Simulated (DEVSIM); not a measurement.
Structure: illuminated Si n-on-p cell, one wavelength, with a back-surface field, at 300 K.

Layer 1 from the left is Si, thickness (μm) 0.450, Nd (cm⁻³) 1.3e18, τn (s) 6.8e-5, τp (s) 1.8e-6, absorption coefficient (cm⁻¹) 67000. Layer 2 from the left is Si, thickness (μm) 42.0, Na (cm⁻³) 2.8e15, τn (s) 0.00011, τp (s) 0.00011, absorption coefficient (cm⁻¹) 67000. Layer 3 from the left is Si, thickness (μm) 0.440, Na (cm⁻³) 1.8e18, τn (s) 0.00011, τp (s) 0.00011, absorption coefficient (cm⁻¹) 67000.

Left contact: ohmic, minority hole recombination velocity 5e5 cm/s. Right contact: ohmic, minority electron recombination velocity 6e6 cm/s. Voltage is applied to the left contact. Recombination: SRH at mid-gap, radiative, Auger. Light enters at the left, 3.5e16 photons cm⁻² s⁻¹, one pass, no reflection. Mobility is μmin + (μ − μmin)/(1 + (N/Nref)^α).

Constants are typed, rounded textbook-type inputs, not results; the design itself was drawn at random and stands for no fabricated device. Values at 300 K.

Si: gap (eV) 1.124, affinity (eV) 4.05, permittivity 11.7, Nc (cm⁻³) 2.86e19, Nv (cm⁻³) 3.1e19, μn (cm²/Vs) 1417, μp (cm²/Vs) 470, μn,min 52, μp,min 45, Nref,n 9.7e16, Nref,p 2.2e17, αn 0.68, αp 0.72, B (cm³/s) 4.7e-15, Cn (cm⁶/s) 2.8e-31, Cp (cm⁶/s) 9.9e-32.

DEVSIM, 1D drift-diffusion, Boltzmann statistics, complete ionisation; no tunnelling, impact ionisation, image-force lowering or self-heating.

Dark forward current:

```
|V| (V)  |J| (A/cm²)
-------  -----------
0.05       9.162e-11
0.10       3.913e-10
0.15        1.642e-9
0.20        8.061e-9
0.25        4.622e-8
0.30        2.926e-7
0.35        1.947e-6
0.40        1.325e-5
0.45        9.099e-5
0.50       0.0006270
0.55        0.004310
0.60         0.02910
0.65          0.1902
0.70           1.208
0.75           7.170
0.80           36.71
0.85           149.0
0.90           461.6
0.95            1119
1.00            2241
```

### Question
Work out the local ideality factor n = ΔV / (kT/q · ln(J2/J1)) between the rows 0.15 and 0.20 V, 0.45 and 0.50 V, 0.95 and 1.00 V.

### Answer
kT/q = 25.85 mV. From 0.15 to 0.20 V: ln(8.061e-9/1.642e-9) = 1.591, n = 1.22. From 0.45 to 0.50 V: ln(0.0006270/9.099e-5) = 1.930, n = 1.00, near the 1 of diffusion or emission over a barrier. From 0.95 to 1.00 V: ln(2241/1119) = 0.694, n = 2.79.

### Question
What current could the absorbed light give at most, and what share is collected?

### Answer
Σ αd = 287, so qΦ(1 − exp(−Σ αd)) = 5.61 mA/cm². The simulated short-circuit current is 2.301 mA/cm², a share of 0.41.

### Question
Estimate the open-circuit voltage by superposition: the voltage at which the dark current equals that short-circuit current.

### Answer
Interpolating ln J in the table gives 0.534 V. The simulation gives 0.534 V, the same within the digits that matter. Superposition holds where collection doesn't change with voltage.

### Question
Estimate the fill factor from FF0 = (v − ln(v + 0.72))/(v + 1), v = qVoc/(nkT), with n from the dark curve.

### Answer
The rows about Voc, 0.50 and 0.55 V, give n = 1.00, so v = 20.6 and FF0 = 0.812. The simulation gives 0.812, the same within the digits that matter.
